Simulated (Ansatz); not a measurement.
The starting structures come from a database of crystals and need not be the phases stable at ambient conditions.

Tunnelling through a barrier is set by its complex band structure: the current falls as exp(−2κd) with the smallest κ.

```
CuI
1.0
    4.07207     0.00000     0.00000
   -2.03604     3.52652     0.00000
    0.00000     0.00000     7.10674
Cu I
2 2
Direct
  0.66667   0.33333   0.59400
  0.33333   0.66667   0.40600
  0.33333   0.66667   0.77047
  0.66667   0.33333   0.22953
```

Space group of this cell: P-3m1. The cell was relaxed by PBE-D3(BJ); by r2SCAN its mean pressure is 1.4 GPa.

Transport runs along the normal of the first two printed cell vectors, the (001) plane of the conventional cell.

The gap is the functional's own. No spin-orbit coupling. Mid-gap values are interpolated on the energy grid.

Compute, with r2SCAN (Ansatz, a program for electronic structure), the band gap and the smallest decay constant κ at mid-gap.

Gap 2.10 eV on a 12×12×4 mesh; κ = 0.172 1/Å, at the zone centre.
